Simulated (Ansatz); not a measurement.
NaF (model structure, started from the NiAs type, P6₃/mmc, No. 194, 4 atoms in the cell) was calculated with PBEsol in Ansatz (plane waves, PAW).

Numerical settings: plane-wave cutoff 520 eV, 12×12×6 k mesh (along the axes of the cell as run), Fermi–Dirac smearing 0.01 eV, scalar-relativistic PAW data made under PBE.

Cell (relaxed with PBEsol):

```xyz
4
Lattice="3.2015 0.0000 0.0000 -1.6008 2.7726 0.0000 0.0000 0.0000 5.6139" Properties=species:S:1:pos:R:3 pbc="T T T"
Na     0.0000     0.0000     0.0000
Na     0.0000     0.0000     2.8069
F      0.0000     1.8484     1.4035
F      1.6008     0.9242     4.2104
```

**Question.** Estimate the band gap that the calculation returns.

**Answer.** 
- band gap: 6.10 eV (direct)

Note: the relaxation could raise the start's symmetry but not lower it, so the cell can be a saddle point.

Static lattice: no zero-point or thermal effects.

Computing time: about 7 core-seconds (a rough figure).

A model structure was made by putting elements into a prototype or built by hand; it is no filed structure, need not be a known phase, and can be a saddle point held by its symmetry.

Ansatz is a quantum-chemistry and plane-wave program.
